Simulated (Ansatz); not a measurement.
ZrSi2 (Cmcm, No. 63): Voigt–Reuss–Hill shear modulus by level of theory

No measured value is used here.

```csv
level (code),value (GPa),cell (Å³/atom)
LDA (Ansatz),?,16.02
PBE (Ansatz),95.1,16.79
PBEsol (Ansatz),103,16.30
r²SCAN (Ansatz),101,16.75
```

Q: What belongs in the gaps?

A: 
- LDA (Ansatz, a program for electronic structure), value (GPa): 107

LDA, PBE, PBEsol, r²SCAN: the relaxation could not lower the start's symmetry, so the cell can be a saddle point above a distorted one. Each level is taken at its own relaxed cell. Cutoffs differ between the levels. Ansatz's density-functional and Hartree–Fock values are scalar-relativistic unless marked +SOC, with PAW data made under PBE.
